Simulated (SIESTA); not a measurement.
**Worked example: self-consistent single point of FeF3 (C2/c, 8 atoms in the cell) in SIESTA**

Method of the run: GGA PBEsol+U, numerical atomic orbitals DZP, PseudoDojo PBEsol standard norm-conserving potentials (rewritten from UPF to PSML) (SIESTA).

Input:

```
# files in the folder: Fe.psml F.psml (PseudoDojo PBEsol standard)
SystemName  FeF3
SystemLabel fef3

NumberOfAtoms                8
NumberOfSpecies              2
%block ChemicalSpeciesLabel
  1 26 Fe
  2 9 F
%endblock ChemicalSpeciesLabel
LatticeConstant              1.0 Bohr
%block LatticeVectors
     8.509716419   -4.923896846    0.000000000
     8.509716419    4.923896846    0.000000000
    -5.782949335    0.000000000    8.347842479
%endblock LatticeVectors
AtomicCoordinatesFormat      Ang
%block AtomicCoordinatesAndAtomicSpecies
     0.721471500    1.302807000    2.208744000  1
     2.251574000   -1.302807000    0.000000000  1
     5.603820898    0.191877415    1.062538389  2
     0.342270102   -0.191877415    3.354949611  2
     1.872372602    0.191877415    1.146205611  2
     4.073718398   -0.191877415    3.271282389  2
     2.207994250    1.801573632    3.313116000  2
     3.738096750   -1.801573632    1.104372000  2
%endblock AtomicCoordinatesAndAtomicSpecies

XC.functional                GGA
XC.authors                   PBEsol
PAO.BasisSize                DZP
PAO.EnergyShift              0.005 Ry
MeshCutoff                   350 Ry
%block kgrid.MonkhorstPack
    3   0   0  0.0
    0   3   0  0.0
    0   0   3  0.0
%endblock kgrid.MonkhorstPack
OccupationFunction           FD
ElectronicTemperature        20.0 meV
Spin                         polarized
%block DM.InitSpin
  1 +4.00
  2 +4.00
  3 +0.00
  4 +0.00
  5 +0.00
  6 +0.00
  7 +0.00
  8 +0.00
%endblock DM.InitSpin
DFTU.ProjectorGenerationMethod 2
DFTU.CutoffNorm              0.9
DFTU.FirstIteration          true
%block DFTU.proj
  Fe 1
  n=3 2
  5.30 0.00
  0.00 0.00
%endblock DFTU.proj

MaxSCFIterations             150
SCF.Mixer.Method             Broyden
SCF.Mixer.Weight             0.1
SCF.Mixer.History            8
SCF.DM.Tolerance             1.0E-04
Diag.ParallelOverK           true
WriteForces                  true
Charge.Mulliken              end
```

Log, with long lists cut:

```
reinit: Reading from file input.fdf

reinit: System Name: FeF3
reinit: System Label: fef3

NOTE on units for spin output:
{S} is the spin magnetic moment, in units of the Bohr magneton,
assuming a g-factor for the electron spin of exactly 2.
The spin magnetic moment is then numerically equal to the charge inbalance,
in units of electrons, between the spin-up and -down channels.

coor:   Atomic-coordinates input format  =     Cartesian coordinates
coor:                                          (in Angstroms)

siesta: Atomic coordinates (Bohr) and species
siesta:      1.36338   2.46195   4.17392  1        1
siesta:      4.25486  -2.46195   0.00000  1        2
siesta:     10.58969   0.36260   2.00791  2        3
siesta:      0.64680  -0.36260   6.33994  2        4
siesta:      3.53827   0.36260   2.16601  2        5
siesta:      7.69821  -0.36260   6.18183  2        6
siesta:      4.17250   3.40448   6.26088  2        7
siesta:      7.06398  -3.40448   2.08696  2        8

siesta: System type = bulk

initatomlists: Number of atoms, orbitals, and projectors:      8   116   114

siesta: ******************** Simulation parameters ****************************
redata: Spin configuration                          = collinear
redata: Time-Reversal Symmetry                      = T
redata: Number of Atomic Species                    =        2
redata: Mesh Cutoff                                 =   350.0000 Ry
redata: Net charge of the system                    =     0.0000 |e|
redata: Min. number of SCF Iter                     =        0
redata: Max. number of SCF Iter                     =      150
redata: SCF convergence failure will abort job
redata: SCF mix quantity                            = Hamiltonian
redata: Mix DM or H after convergence               =   F
redata: Recompute H after scf cycle                 =   F
redata: Mix DM in first SCF step                    =   T
redata: No kicks to SCF
   [... lines left out ...]

superc: Internal auxiliary supercell:     5 x     5 x     5  =     125
superc: Number of atoms, orbitals, and projectors:   1000  14500  14250

                        Single-point calculation

superc: Internal auxiliary supercell:     5 x     5 x     5  =     125
superc: Number of atoms, orbitals, and projectors:   1000  14500  14250

outcell: Unit cell vectors (Ang):
        4.503148   -2.605614    0.000000
        4.503148    2.605614    0.000000
       -3.060205    0.000000    4.417488

outcell: Cell vector modules (Ang)   :    5.202650    5.202650    5.373924
outcell: Cell angles (23,13,12) (deg):    119.5308    119.5308     60.1091
outcell: Cell volume (Ang**3)        :    103.6649
new_DM -- step:     1
Initializing Density Matrix...

Attempting to read DM from file... Failed...
DM filled with atomic data (user-defined):

InitMesh: MESH = 48 x 48 x 50 = 115200
InitMesh: Mesh cutoff (required, used) =   350.000   350.657 Ry
hubbard_term: recalculating local occupations    1
hubbard_term: maximum change in local occup.    0.925124
hubbard_term: recalculating Hamiltonian

stepf: Fermi-Dirac step function
hubbard_term: recalculating local occupations    1
hubbard_term: maximum change in local occup.    0.171035
hubbard_term: recalculating Hamiltonian
        iscf     Eharris(eV)        E_KS(eV)     FreeEng(eV)     dDmax    Ef(eV) dHmax(eV)
   scf:    1   -10782.675545   -10807.642801   -10807.642801  0.939267 -2.924098 17.967563
     spin moment: {S} , |S| = {        0.0        0.0   10.00000 }    10.00000
   scf:    2   -10816.957651   -10812.488122   -10812.488122  0.111383 -4.062371 14.338000
     spin moment: {S} , |S| = {        0.0        0.0   10.00000 }    10.00000
   scf:    3   -10818.269647   -10819.832026   -10819.832026  0.311321 -6.093107  2.410070
     spin moment: {S} , |S| = {        0.0        0.0   10.00000 }    10.00000
   scf:    4   -10809.829485   -10816.822159   -10816.822159  0.156145 -5.857126  8.804090
     spin moment: {S} , |S| = {        0.0        0.0   10.00000 }    10.00000
   scf:    5   -10821.757897   -10820.292496   -10820.292496  0.150327 -6.363897  0.933453
     spin moment: {S} , |S| = {        0.0        0.0   10.00000 }    10.00000
   scf:    6   -10820.383428   -10820.363530   -10820.363530  0.012690 -6.544353  0.238796
   [... lines left out ...]
hubbard_term: maximum change in local occup.    0.000879
   scf:   20   -10820.064334   -10820.064332   -10820.064332  0.000085 -6.479708  0.002449
     spin moment: {S} , |S| = {        0.0        0.0   10.00000 }    10.00000
hubbard_term: recalculating local occupations   16
hubbard_term: maximum change in local occup.    0.000878
   scf:   21   -10820.064361   -10820.064360   -10820.064360  0.000093 -6.480049  0.001807
     spin moment: {S} , |S| = {        0.0        0.0   10.00000 }    10.00000
hubbard_term: recalculating local occupations   17
hubbard_term: maximum change in local occup.    0.000879
   scf:   22   -10820.064399   -10820.064399   -10820.064399  0.000082 -6.480080  0.001189
     spin moment: {S} , |S| = {        0.0        0.0   10.00000 }    10.00000
hubbard_term: recalculating local occupations   18
hubbard_term: maximum change in local occup.    0.000879
   scf:   23   -10820.064417   -10820.064417   -10820.064417  0.000038 -6.480089  0.000920
     spin moment: {S} , |S| = {        0.0        0.0   10.00000 }    10.00000
SCF Convergence by DM+H criterion
max |DM_out - DM_in|         :     0.0000384383
max |H_out - H_in|      (eV) :     0.0009198449
DFT+U population converged by dTol_pop criteria:
max |pop(DFT+U)_i - pop(DFT+U)_j|:     0.0008792053
SCF cycle converged after 23 iterations

Using DM_out to compute the final energy and forces
hubbard_term: recalculating local occupations   19
hubbard_term: maximum change in local occup.    0.000879
hubbard_term: recalculating Hamiltonian and forces

siesta: E_KS(eV) =           -10820.0630

siesta: E_KS - E_eggbox =    -10820.0630

siesta: Atomic forces (eV/Ang):
     1    0.000000    0.000000    0.000000
     2    0.000000   -0.000000    0.000000
     3   -0.243845    0.104267   -0.031018
     4    0.243845   -0.104267    0.031018
     5    0.243845    0.104267    0.031018
     6   -0.243845   -0.104267   -0.031018
     7   -0.000000    0.228273   -0.000000
     8   -0.000000   -0.228273    0.000000
   Tot    0.000000   -0.000000    0.000000
   Max    0.243845
   Res    0.127376    sqrt( Sum f_i^2 / 3N )
   Max    0.243845    constrained

Stress tensor Voigt[x,y,z,yz,xz,xy] (kbar):      -41.57      -34.71      -35.53       -0.00       -4.29       -0.00
(Free)E + p*V (eV/cell)   -10817.6517
Target enthalpy (eV/cell)   -10820.0630

siesta: Program's energy decomposition (eV):
siesta: Ebs     =     -1985.146992
siesta: Eions   =     16383.393421
siesta: Ena     =      2404.990065
siesta: Ekin    =      5765.980764
siesta: Enl     =      -822.450106
siesta: Eso     =         0.000000
siesta: Edftu   =         3.225141
siesta: DEna    =        49.582881
siesta: DUscf   =         5.031260
siesta: DUext   =         0.000000
siesta: Ex      =     -1731.749426
siesta: Ec      =      -111.280201
siesta: Exc     =     -1843.029626
siesta: Eharris =    -10820.064417
siesta: Etot    =    -10820.063042
siesta: FreeEng =    -10820.063042

siesta: Atomic forces (eV/Ang):
siesta:      1    0.000000    0.000000    0.000000
siesta:      2    0.000000   -0.000000    0.000000
siesta:      3   -0.243845    0.104267   -0.031018
siesta:      4    0.243845   -0.104267    0.031018
   [... lines left out ...]
siesta: Cell volume =        103.664886 Ang**3
siesta:          37.26795683         41.96674916  kBar
   [... lines left out ...]
               4px     3dxy    3dyz    3dz2    3dxz    3dx2-y2 3dxy    3dyz
               3dz2    3dxz    3dx2-y2
   1  5.085   0.989   0.160  -0.004   0.994   0.995   0.995   0.103   0.104
              0.103   0.151   0.187   0.120   0.188   0.147  -0.029  -0.032

             -0.026  -0.032  -0.028
   2  5.085   0.989   0.160  -0.004   0.994   0.995   0.995   0.103   0.104
              0.103   0.151   0.187   0.120   0.188   0.147  -0.029  -0.032

             -0.026  -0.032  -0.028

Species: F
Atom  Qatom  Qorb
               2s      2s      2py     2pz     2px     2py     2pz     2px
               3Pdxy   3Pdyz   3Pdz2   3Pdxz   3Pdx2-y2
   3  3.638   0.946  -0.004   0.966   0.978   0.996  -0.082  -0.082  -0.088
              0.001   0.002   0.001   0.001   0.001
   4  3.638   0.946  -0.004   0.966   0.978   0.996  -0.082  -0.082  -0.088
   [... 9 lines left out ...]

mulliken: Qtot =       32.000

Mulliken Atomic Populations:
Atom #   charge [q] valence [e]      Sz [e]  Species
     1     1.335030   14.664970    4.494436  Fe
     2     1.335030   14.664970    4.494436  Fe
     3    -0.444877    7.444877    0.167956  F
     4    -0.444877    7.444877    0.167956  F
     5    -0.444877    7.444877    0.167956  F
     6    -0.444877    7.444877    0.167956  F
     7    -0.445276    7.445276    0.169652  F
     8    -0.445276    7.445276    0.169652  F
 Total    -0.000000               10.000000
```

The run converged in 23 iterations.

The starting cell comes from a database of computed structures (which also holds hypothetical and non-ambient phases and stackings), without a prior relaxation at this level. Its lattice was rescaled by a random factor within 2.5 % of one. The magnetic order is the one reached from the typed start; others were not searched systematically. With U or open f shells several self-consistent states can exist. Values carry the incompleteness of an atom-centred basis. With a pressure of about 4 GPa the cell is away from its equilibrium volume at this level.
